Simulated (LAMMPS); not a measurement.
Size effects in liquid Ir (fcc) at 2990 K and zero pressure.

Computed with classical MD, pair style meam, file library.meam (library.meam-Ir), run in LAMMPS.

```tsv
atoms	volume	first peak of g(r)	D(Ir)	rough cost (core-seconds per simulated ps)
108	17.47 ± 0.03 Å³/atom	2.75 Å, height 3.7	(9 ± 2) × 10^-6 cm²/s	0.6
256	17.60 ± 0.02 Å³/atom	2.74 Å, height 3.8	(1.08 ± 0.03) × 10^-5 cm²/s	1.3
864	17.57 ± 0.03 Å³/atom	2.74 Å, height 3.7	(1.07 ± 0.02) × 10^-5 cm²/s	7
```

Periodic images slow diffusion in small cells, by a term that falls as 1/L. Costs are rough.

Caution: the potential MEAM library.meam-Ir is a first-neighbour MEAM set with a 4 Å cutoff, used here without a parameter file and away from the static properties it was fitted to.

Caution: a run this short can hold a crystal over, or a liquid under, the potential's own melting point, which these runs don't give.

Errors of D are the spread over four groups of atoms in one short run; a floor of about 5 %, a picked value, is safer.

Uncertainties are statistical and leave out the potential's own error.
